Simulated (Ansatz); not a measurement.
Results of LDA in Ansatz (PAW) for double-hcp La.

Input file:

Ansatz 0.2 input:
```yaml
crystal:
  lattice:
    - [1.8207062703, -3.1535557659, 0.0]
    - [1.8207062703, 3.1535557659, 0.0]
    - [0.0, 0.0, 11.6735203578]
  atoms:
    - { symbol: La, position: [0.0, 0.0, 0.5] }
    - { symbol: La, position: [0.0, 0.0, 0.0] }
    - { symbol: La, position: [0.3333333333, 0.6666666667, 0.25] }
    - { symbol: La, position: [0.6666666667, 0.3333333333, 0.75] }
basis:
  ecutwfc: 520
  ecutrho_ratio: 4
  xc_grid: 2
kpoints:
  mp_grid: { grid: [18, 18, 6] }
hamiltonian:
  xc: lda
  dispersion: none
  pseudopotentials: { kind: paw }
scf:
  occupations: { method: fermi_dirac, width: 0.05 }
output:
  forces: true
  stress: true
  eigenvalues: true
relax:
  f_tol: 0.004
  escape_saddle: false
  max_steps: 80
  cell: { stress_tol: 0.02, fix: [volume] }
```

Excerpt of the program's output:

```
Relaxation: its limit of steps is 80 (relax.max_steps)
Crystal: 4 atoms, lattice volume = 134.052 Å³
Basis set: ecut = 520 eV, 3619 PW (Γ), exchange–correlation on 60×60×180 points (8 copies of the dense FFT grid, shifted against one another)
Bands: 27, of which v1, the nominal top of the filled ones, is band 22 counted from 1 (21 counted from 0)
Symmetry: 24 space group operations
Space group: P63/mmc (ITA 194), of the structure as read, at distance tolerance 5.1e-5 Å
k-points: 148 of 1944
Functional: x = slater, c = lda
SCF iter   1: F=—  HF=-24304.618005 eV  |F-HF|=—  |Δ(HF+E_count)|=         —  Δρ=6.04e-3  dr2=4.55e-2
SCF iter   2: F=—  HF=-24304.608692 eV  |F-HF|=—  |Δ(HF+E_count)|=   9.31e-3  Δρ=3.35e-3  dr2=1.61e-2
  ...
SCF 1 converged in 7 iterations: F = -24304.605543 eV  dr2 = 3.21e-9
Crystal: 4 atoms, lattice volume = 134.052 Å³
Initial density: handed on by an earlier stage of this run
SCF iter   4: F=—  HF=-24304.605543 eV  |F-HF|=—  |Δ(HF+E_count)|=  4.73e-11  Δρ=1.02e-7  dr2=2.60e-11
SCF iter   5: F=-24304.605543 eV  HF=-24304.605543 eV  |F-HF|=3.64e-12  |Δ(HF+E_count)|=  7.28e-12  Δρ=3.86e-8  dr2=2.15e-12
SCF 2 converged in 5 iterations: F = -24304.605543 eV  dr2 = 2.15e-12
SCF converged after 5 iterations
Free energy (F): -24304.605543 eV
Internal energy: -24304.555280 eV  (E = F + TS)
E sigma→0 (E₀):  -24304.580411 eV
Fermi energy:    12.172295 eV
--- Forces (eV/Å), atoms counted from 1 ---
  atom   1  La     0.00000000     0.00000000     0.00000000
  atom   2  La    -0.00000000     0.00000000     0.00000000
  atom   3  La     0.00000000    -0.00000000     0.00000000
  atom   4  La    -0.00000000     0.00000000     0.00000000
--- Stress (GPa, compression-positive) ---
       -1.096574      -0.000000       0.000000
        0.000000      -1.096574       0.000000
        0.000000       0.000000      -1.112683
  P = ⅓ Tr σ = -1.1019 GPa (-11.019 kbar)
```

The cell is one volume of an energy–volume scan, off the minimum.

The PAW data were made under PBE.

It cost very roughly 90 core-seconds of CPU time.

Ansatz is a program for electronic structure.
